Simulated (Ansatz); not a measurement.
Start from HfS2 in the CdI2 type structure (space group P-3m1, No. 164; layered, stacked along the Cartesian z axis).

```
HfS2
1.0
    3.54747     0.00000     0.00000
   -1.77373     3.07220     0.00000
    0.00000     0.00000     5.57685
Hf S
1 2
Direct
  0.00000   0.00000   0.00000
  0.66667   0.33333   0.26190
  0.33333   0.66667   0.73810
```

Method: DFT with PBEsol-D3(BJ), PAW potentials and a 420 eV plane-wave cutoff in Ansatz (a quantum-chemistry and plane-wave program), no SOC.

One change was made to it. Results:

The lattice parameter a drops by 0.0050 Å (3.547 Å → 3.543 Å); the band gap falls by 0.04 eV (0.45 eV → 0.41 eV).

**Question.** What was done to the base?
A) pressure 0.7 GPa
B) pressure 0.3 GPa
C) pressure 5 GPa
D) pressure 10 GPa
E) pressure 7.5 GPa

**Answer.** B, pressure 0.3 GPa. For comparison, the band gap in the other runs: pressure 5 GPa gives zero; pressure 7.5 GPa gives zero; pressure 0.7 GPa gives 0.36 eV; pressure 10 GPa gives zero.

A case with no gap was solved on a k-mesh chosen for an insulator, which is coarse for it. With Hf present, leaving out spin-orbit coupling can change the band edges. Load acts through the strain it causes; cell and atoms are relaxed under it. Stability against distortions was not tested. No other phases were tried under pressure. All final runs are without spin polarisation. A zero or small gap of HfS2 under pressure 5 GPa, HfS2 under pressure 7.5 GPa and HfS2 under pressure 10 GPa can be the functional's error rather than a property of the material.
